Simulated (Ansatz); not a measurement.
Amorphous IGZO (In₉Ga₉Zn₉O₃₇), 64 atoms at 5.84 g/cm³, one PBE-relaxed geometry, zone centre. Methods: PBE, scalar-relativistic without spin-orbit coupling (Ansatz, a program for electronic structure); r2SCAN, scalar-relativistic without spin-orbit coupling (Ansatz); HSE06, scalar-relativistic without spin-orbit coupling (Ansatz). Plane waves to 420 eV (r2SCAN 500 eV); exact exchange is cut at the cell's faces. The usual formal charges leave 2 holes over, so the level spacing at the Fermi energy parts defect or band states and needn't be the band gap. At PBE the levels at the filled edge of the gap are localised (band-tail or defect states). The higher rungs were started with moments on some atoms, which died out.

It comes from a melt-quench run on a machine-learned potential (CHGNet), relaxed afterwards by DFT. O atoms were pushed apart under 1.9 Å during the dynamics, to hinder bonds among them. The hot cell started wider than the set density and was brought back towards it in steps. It is the lowest in DFT energy of 2 quenches. It is a model cell: composition and starting density were chosen by hand, and all elements were melted together. No dispersion term was used. Its density started from a set value of 5.84 and ended at 5.84 g/cm³. The quench (nominally 210 K/ps over its main leg) was far faster than any real one, so the model tends to hold more defects than a real film. One small periodic cell is one sample of the glass; other quenches scatter about these values. The volume was held where the preparation left it, at a PBE pressure of 2.6 GPa. Stress components on the final sampling reach 3.8 GPa.

The relaxation ran on the zone centre alone. At PBE the level spacing at the Fermi energy is 0.69 eV on a 2×2×2 Γ-centred mesh, and the spacing at the zone centre alone 0.74 eV.

Q: What zone-centre spacing does r2SCAN give, roughly?

A: 1.14 eV (+0.40 eV against PBE).

Q: What zone-centre spacing does HSE06 give, roughly?

A: 2.22 eV (+1.48 eV against PBE).

The highest filled and the lowest empty state spread over these numbers of atoms (participation numbers): PBE: 2.9 and 58.2; r2SCAN: 2.6 and 57.4; HSE06: 2.4 and 56.6.
